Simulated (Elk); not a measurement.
Worked example: self-consistent single point of Sb (R-3m, 2 atoms in the cell) in Elk.

Computed with PBEsol, all-electron FP-LAPW, Elk's shipped species files, default APW+lo basis (Elk).

```
Sb
1.0
    3.97713    -2.16578     0.00000
    3.97713     2.16578     0.00000
    2.79774     0.00000     3.56101
Sb
2
Cartesian
  2.55805   0.00000   0.84721
  8.24140   0.00000   2.72951
```

Reference input (self-consistent single point, DFT, PBEsol, all-electron FP-LAPW, Elk's shipped species files, default APW+lo basis): xctype = 22; rgkmax = 7; stype = 3; swidth = 0.00367493 Ha; ngridk = 6 6 6. This run's input differs from it in these lines:

```diff
@@ -13,3 +13,3 @@
 swidth
-  0.00367493
+  0.00183747
```

The program printed (abridged):

```
│ Self-consistent loop started │
│ Loop number : 1 │
 total energy                :     -12969.7450515
│ Loop number : 2 │
 total energy                :     -12969.7079514
RMS change in Kohn-Sham potential (target) :   0.8779687079E-01 (  0.1000000000E-05)
Absolute change in total energy (target)   :   0.3710011054E-01 (  0.1000000000E-03)
│ Loop number : 3 │
 total energy                :     -12969.2551869
RMS change in Kohn-Sham potential (target) :   0.8267078138E-01 (  0.1000000000E-05)
Absolute change in total energy (target)   :   0.4620395837     (  0.1000000000E-03)
│ Loop number : 4 │
   [... lines left out ...]
Absolute change in total energy (target)   :   0.8355948194E-03 (  0.1000000000E-03)
│ Loop number : 13 │
 total energy                :     -12961.7581940
RMS change in Kohn-Sham potential (target) :   0.2474477063E-07 (  0.1000000000E-05)
Absolute change in total energy (target)   :   0.2024023834E-03 (  0.1000000000E-03)
│ Loop number : 14 │
 total energy                :     -12961.7581966
RMS change in Kohn-Sham potential (target) :   0.9116706272E-08 (  0.1000000000E-05)
Absolute change in total energy (target)   :   0.4805384560E-04 (  0.1000000000E-03)
Convergence targets achieved

│ Loop number : 15 │

Energies :
 Fermi                       :     0.226927322015
 total energy                :     -12961.7581967

Density of states at Fermi energy :    11.25053342
 (states/Hartree/unit cell)

Estimated indirect band gap :   0.8952496172E-02
 from k-point      4 to k-point     15
Estimated direct band gap   :   0.9839990405E-02
 at k-point      4

Charges :
 core                        :    72.00000000
 valence                     :    30.00000000
 interstitial                :    4.117289383
 muffin-tins (core leakage)
  species :    1 (Sb)
   atom    1                 :    48.94135531     (  0.7915904611E-03)
   atom    2                 :    48.94135531     (  0.7915904611E-03)
 total in muffin-tins        :    97.88271062
 total calculated charge     :    101.9952288
 total charge                :    102.0000000
 error                       :   0.4771193902E-02

│ Self-consistent loop stopped │
```

The run converged in 15 iterations. The count includes the last loop, which Elk runs after its targets are met. Against the reference run the free energy rises by 2.2 meV/atom.

The starting cell has typed, rounded lattice constants, without a prior relaxation at this level. Its lattice was rescaled by up to half a per cent. One atom was moved a little off its site on purpose. Spin-orbit coupling is off. Values depend on the basis (sphere radii, cutoffs, local orbitals), which need not be converged. The log's line on a gap gives a spacing of levels on this mesh, which the program prints for metals too.
